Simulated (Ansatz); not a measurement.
Levels about the gap of amorphous In8Ga8Zn8O32 (56 atoms in a cell of 760 Å³, 5.48 g/cm³; zone centre alone, so wide bands show as single levels with stretches between that a denser mesh fills), at the geometry that PBE relaxed, where it gives 0.1 GPa on a denser mesh. The participation number counts the atoms over which a state spreads; weights are charges in smoothed Voronoi cells. The levels come from a single point, so bond lengths are those of that geometry. Method of the levels: r2SCAN, scalar-relativistic without spin-orbit coupling (Ansatz, a program for electronic structure). Sampling: the zone centre alone; Fermi-Dirac width 0.02 eV; no spin polarisation. At PBE the levels at the filled edge of the gap are localised (band-tail or defect states).

A CHGNet melt-quench gave the starting glass, which DFT then relaxed. O atoms were pushed apart under 1.9 Å during the dynamics, to hinder bonds among them. The hot cell started wider than the set density and was brought back towards it in steps. It is the lowest in DFT energy of 2 quenches. It is a model cell: composition and starting density were chosen by hand, and all elements were melted together. No dispersion term was used. Its density started from a set value of 5.47 and ended at 5.48 g/cm³. Cooling (nominally 340 K/ps over its main leg) ran many orders faster than in experiment, which tends to leave more defects and strain. One small periodic cell is one sample of the glass; other quenches scatter about these values. The volume was free in the relaxation, at fixed shape. Stress components on the final sampling reach 2.1 GPa.

| E - E(highest filled), eV | filling | participation number | largest on | weight O | weight In | weight Ga | weight Zn |
|---|---|---|---|---|---|---|---|
| -0.51 | filled | 15.6 | O, 3 neighbours | 0.90 | 0.03 | 0.01 | 0.06 |
| -0.48 | filled | 17.9 | O, 3 neighbours | 0.90 | 0.03 | 0.01 | 0.06 |
| -0.41 | filled | 9.7 | O, 3 neighbours | 0.91 | 0.03 | 0.01 | 0.05 |
| -0.32 | filled | 16.8 | O, 3 neighbours | 0.87 | 0.02 | 0.01 | 0.09 |
| -0.29 | filled | 16.6 | O, 3 neighbours | 0.84 | 0.02 | 0.01 | 0.13 |
| -0.23 | filled | 9.9 | O, 4 neighbours | 0.83 | 0.03 | 0.01 | 0.13 |
| 0.00 | filled | 8.7 | O, 3 neighbours | 0.82 | 0.02 | 0.01 | 0.15 |
| 1.13 | empty | 45.9 | In, 4 neighbours | 0.49 | 0.22 | 0.13 | 0.15 |
| 3.24 | empty | 7.7 | In, 4 neighbours | 0.50 | 0.40 | 0.05 | 0.06 |
| 3.90 | empty | 23.6 | In, 5 neighbours | 0.54 | 0.24 | 0.11 | 0.10 |
| 4.30 | empty | 32.2 | Ga, 4 neighbours | 0.56 | 0.20 | 0.14 | 0.11 |
| 4.37 | empty | 30.5 | Zn, 4 neighbours | 0.54 | 0.22 | 0.06 | 0.18 |
| 4.55 | empty | 37.7 | Ga, 4 neighbours | 0.58 | 0.12 | 0.20 | 0.10 |
| 4.69 | empty | 40.3 | In, 6 neighbours | 0.57 | 0.12 | 0.16 | 0.14 |

Most localised among these is the empty level at +3.24 eV, on a In atom, which has 4 neighbours (O 2.07 Å, O 2.11 Å, O 2.12 Å, O 2.15 Å).
